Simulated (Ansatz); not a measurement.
AlP (F-43m), HSE06 with spin-orbit coupling, rigid bands in Ansatz (a quantum-chemistry and plane-wave program): N_c = 1.66e19 cm⁻³ at 300 K and an electron conductivity mass of 0.327 mₑ.

For 1e17 electrons per cm³ at 300 K, place the Fermi level, estimate the Seebeck coefficient of a parabolic band with constant τ, and give mobility and conductivity for τ = 10 fs.

The level lies k_BT ln(N_c/n) = 0.132 eV below the conduction-band minimum. S ≈ −(k_B/e)[ln(N_c/n) + 5/2] = -656 μV/K, against -652 μV/K from the full bands (mean over directions). μ = eτ/m = 53.8 cm²/(V·s) and σ = neμ = 0.862 S/cm. τ is assumed, not computed.

Band transport and this doping are assumed; polarons and phonon drag are left out. Geometry: cell and atoms relaxed with PBEsol.
